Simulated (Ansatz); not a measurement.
GaP (F-43m), PBE with spin-orbit coupling, rigid bands run with Ansatz (a first-principles code): N_c = 4.04e19 cm⁻³ at 300 K and an electron conductivity mass of 0.345 mₑ.

Task: For 1e17 electrons per cm³ at 300 K, place the Fermi level, estimate the Seebeck coefficient of a parabolic band with constant τ, and give mobility and conductivity for τ = 5 fs.

Result: The level lies k_BT ln(N_c/n) = 0.155 eV below the conduction-band minimum. S ≈ −(k_B/e)[ln(N_c/n) + 5/2] = -733 μV/K, against -729 μV/K from the full bands (mean over directions). μ = eτ/m = 25.5 cm²/(V·s) and σ = neμ = 0.408 S/cm. τ is assumed, not computed.

Band transport and this doping are assumed; polarons and phonon drag are left out. Geometry: cell and atoms relaxed with PBEsol.
